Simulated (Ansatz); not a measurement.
The parent structure is AlN in the wurtzite structure (space group P6_3mc, No. 186; a = 3.107 Å, c = 4.978 Å). Axes: x lies along a and z along c of the hexagonal cell.

Calculations: r2SCAN, PAW, 500 eV (Ansatz, an electronic-structure program; no spin-orbit coupling), earlier PAW set.

For the base:

Pressure: 0.1 kbar

It is then changed as follows: strain tensor (xx, yy, zz, yz, xz, xy) = (+1.19, +2.48, +0.63, −0.17, +1.28, −0.79) %, atoms relaxed at fixed cell.

Q: How does this affect the pressure?

A: The pressure (mean of the normal stresses, compression positive) drops by 83.9 kbar, from 0.1 kbar to -83.8 kbar.

Q: Estimate the effect on the largest internal atomic displacement.

A: The largest internal atomic displacement amounts to 0.013 Å.

Stability against distortions was not tested.
